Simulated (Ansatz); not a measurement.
Take BN in the h-BN type structure (space group P6_3/mmc, No. 194; a = 2.506 Å, c = 6.616 Å; layered, stacked along the Cartesian z axis) as the base.

(Cell as relaxed with PBE-D3(BJ).)

Levels (all Ansatz, a quantum-chemistry and plane-wave program, PAW, earlier PAW set): PBE-D3(BJ) (420 eV, scalar-relativistic without spin-orbit coupling); r2SCAN+rVV10 (500 eV, no spin-orbit coupling).

Each level relaxes its own structure.

```json
[
 {"base": "volume per atom", "PBE-D3(BJ)": "8.99 Å³", "r2SCAN+rVV10": "8.83 Å³"},
 {"base": "lattice parameter a", "PBE-D3(BJ)": "2.506 Å", "r2SCAN+rVV10": "2.500 Å"},
 {"base": "band gap", "PBE-D3(BJ)": "4.24 eV", "r2SCAN+rVV10": "4.74 eV"}
]
```

It is then changed as follows: cell and atoms relaxed at a pressure of 30 GPa.

| quantity | PBE-D3(BJ) | r2SCAN+rVV10 |
|---|---|---|
| c/a ratio | 2.053 | 2.083 |
| band gap | 3.86 eV | 4.53 eV |
| volume per atom | 6.63 Å³ | 6.68 Å³ |
| shift of the gap caused by the change | -0.38 eV | -0.21 eV |

PBE-D3(BJ)'s c/a ratio lies 0.030 below r2SCAN+rVV10's; PBE-D3(BJ)'s band gap lies 0.67 eV below r2SCAN+rVV10's; PBE-D3(BJ)'s volume per atom lies 0.05 Å³ below r2SCAN+rVV10's (0.7 %); PBE-D3(BJ)'s shift of the gap caused by the change lies 0.17 eV below r2SCAN+rVV10's. Neither level is exact; r2SCAN+rVV10 is the comparison here, not a measurement.

From pressure 30 GPa on, the axis ratios lie over 15 % from the base's, so the cell there is far from its starting form. Load acts through the strain it causes; cell and atoms are relaxed under it. No phonon test of stability was made. No other phases were tried under pressure.
